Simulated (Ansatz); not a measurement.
**Cu2O: pressure series**

Consider Cu2O (space group Pn-3m, No. 224; a = 4.246 Å).

Cell and atoms are relaxed at each pressure.

Computed with r2SCAN, PAW, 500 eV (Ansatz, a quantum-chemistry and plane-wave program; no spin-orbit coupling).

```tsv
pressure (GPa)	volume per atom (Å³/atom)
-2	12.965
-1	12.857
0	12.756
0.9	12.667
2.1	12.554
4.5	12.345
9	11.997
15	?
22.5	11.196
```

Problem. Fit the third-order Birch–Murnaghan form P(V) = (3B₀/2)[(V₀/V)^(7/3) − (V₀/V)^(5/3)]·[1 + (3/4)(B₀′ − 4)((V₀/V)^(2/3) − 1)] (squares taken in P) to the rows shown and predict the withheld row.

Solution. Least squares on the printed values gives V₀ = 12.755 Å³/atom, B₀ = 127 GPa, B₀′ = 4.6; this predicts 11.605 Å³/atom, and the run gives 11.605 Å³/atom, in agreement.

Measured bulk modulus of Cu2O: 105.7 GPa (0 K or low temperature; as listed in Leila H. N. Rimmer et al., Physical Review B (2014)); the computed value is 21 % above it.

Load acts through the strain it causes; cell and atoms are relaxed under it. Whether these cells are dynamically stable was not tested. No other phases were tried under pressure. No Hubbard U is applied. All final runs are without spin polarisation.
